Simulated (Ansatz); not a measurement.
Start from AlN in the zinc blende structure (space group F-43m, No. 216).

```xyz
2
Lattice="0.0000 2.1711 2.1711 2.1711 0.0000 2.1711 2.1711 2.1711 0.0000" Properties=species:S:1:pos:R:3 pbc="T T T"
Al     0.0000     0.0000     0.0000
N      1.0856     1.0856     1.0856
```

Cartesian axes are those of the cell as printed.

Calculations: LDA, PAW, 420 eV (Ansatz, a program for electronic structure; no spin-orbit coupling).

Before the change:

Valley order: X along ⟨100⟩ 3.25 eV; Γ 4.39 eV

It is then changed as follows: biaxial strain −2.00 %, plane normal [001], relaxed out of plane (Cartesian); in-plane vectors clamped, the third vector and the atoms free.

Question: Estimate the effect on the out-of-plane strain, in-plane stress, energy relative to the base and valley order.

Answer: The out-of-plane strain is +2.10 %; the mean in-plane stress (compression positive) amounts to +6.2 GPa; the energy increases by 7.7 meV/atom; the valley order (the lowest conduction-band minima on the path, energy above the VBM, named in the base's zone) goes from X along ⟨100⟩ 3.25 eV; Γ 4.39 eV to X along [010] 3.12 eV; X along [001] 3.33 eV; Γ 4.48 eV.

The levels and masses belong to the bands next to the band gap. Whether these cells are dynamically stable was not tested. This is not the structure that AlN has at room temperature and ambient pressure.
